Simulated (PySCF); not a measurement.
PySCF 2.14.0, unrestricted WB97X/def2-tzvp, df: O=[P], charge 0, multiplicity 2, 2 atoms. The geometry is a generated start, not checked to be a minimum at this level.

```json
{
  "task": "energy",
  "method": "wb97x",
  "basis": "def2-tzvp",
  "two_electron_scheme": "density fitting",
  "mol.max_memory": "3000 MB",
  "mf.max_cycle": "100",
  "mf.DIIS": "CDIIS (default)",
  "mf.diis_space": "8 (default)",
  "mf.conv_tol": "1e-09 (default)",
  "mf.grids.level": "3 (default)",
  "basis_functions": "68",
  "grid_points": "33264"
}
```

```xyz
2

P      0.0300    -0.0163    -0.7267
O     -0.0300     0.0163     0.7267
```

Charge 0 and multiplicity 2 are set for this test and not shown to be the ground state.

With the defaults (mf.diis = true, mf.damp = 0, mf.diis_start_cycle = 1, mf.init_guess = minao, newton = off, mf.level_shift = 0) it converges in 13 Fock builds. One run each on 2 threads, 1 BLAS thread, with these changes:
- newton = Hessian by the SCF's own integrals
- mf.diis = false
- mf.init_guess = sap
- mf.damp = 0.3, mf.diis_start_cycle = 4
- mf.init_guess = atom
- mf.damp = 0.7, mf.diis_start_cycle = 8
- mf.init_guess = 1e
- mf.level_shift = 0.1 Hartree
- mf.diis = false, mf.damp = 0.7, mf.diis_start_cycle = 999

Task: Which of these changes keep the SCF from converging, or lead it to another solution?

Result: No convergence: mf.diis = false (the run ends without SCF convergence in 100 cycles). The rest reach the solution of the defaults.

| setting | Fock builds | end |
|---|---|---|
| the defaults | 13 | same solution |
| mf.init_guess = atom | 13 | same solution |
| mf.level_shift = 0.1 Hartree | 14 | same solution |
| mf.init_guess = sap | 16 | same solution |
| mf.damp = 0.3, mf.diis_start_cycle = 4 | 16 | same solution |
| mf.damp = 0.7, mf.diis_start_cycle = 8 | 18 | same solution |
| mf.init_guess = 1e | 19 | same solution |
| newton = Hessian by the SCF's own integrals | 45 | same solution |
| mf.diis = false, mf.damp = 0.7, mf.diis_start_cycle = 999 | 45 | same solution |
| mf.diis = false | 101 | no convergence |

Under newton the count holds the products with the orbital Hessian.
